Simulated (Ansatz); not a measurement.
Data:

End structure of a constructed model of the (111)A surface of 3C silicon carbide, Si-terminated, (√3x√3)R30° Ga adatom at T4 (bottom of the slab: 3 H on 3 bottom sites):

```xyz
28
Lattice="4.6457 2.6822 0.0000 -4.6457 2.6822 0.0000 0.0000 0.0000 27.0000" Properties=species:S:1:pos:R:3 pbc="T T T"
C      0.0000     0.0000     9.1330
C     -1.5486     2.6822     9.1330
C      1.5486     2.6822     9.1330
Si    -1.5486     0.8941     9.7652
Si     1.5486     0.8941     9.7652
Si     0.0000     3.5763     9.7652
C     -1.5466     0.8929    11.6584
C      1.5466     0.8929    11.6584
C      0.0000     3.5785    11.6584
Si    -3.0927     1.7856    12.2904
Si     0.0000     1.7933    12.2904
Si     3.0927     1.7856    12.2904
C     -3.0904     1.7843    14.1882
C      0.0000     1.7959    14.1882
C      3.0904     1.7843    14.1882
Si     0.0000     0.0000    14.7807
Si    -1.5486     2.6822    14.8347
Si     1.5486     2.6822    14.8347
C      0.0000     0.0000    16.6314
C     -1.5486     2.6822    16.7589
C      1.5486     2.6822    16.7589
Si    -1.5304     0.8835    17.3518
Si     1.5304     0.8835    17.3518
Si     0.0000     3.5973    17.3518
H      0.0000     0.0000     8.0299
H     -1.5486     2.6822     8.0300
H      1.5486     2.6822     8.0300
Ga     0.0000     0.0000    19.0951
```

Model: 28-atom slab, 11.0 Å thick at the start with caps and adatoms (thin: gaps and levels are the slab's own), 6x6x1 mesh, Fermi-Dirac 0.025 eV, dipole correction, single point; on the structure that PBE left under its start's symmetry; no spin, no spin-orbit, no U. In PBE it is, or lies within 0.01 eV a 1x1 cell of, the lowest of the 2 structures of its composition computed so far; subsurface sites and larger cells were not tried.

### Question
Estimate the highest filled level below the top vacuum level that r2SCAN, at the PBE geometry in Ansatz (a quantum-chemistry and plane-wave program) returns for this input.

### Answer
5.08 eV

### Question
Predict the gap of the slab on its k-mesh from r2SCAN, at the PBE geometry.

### Answer
1.95 eV
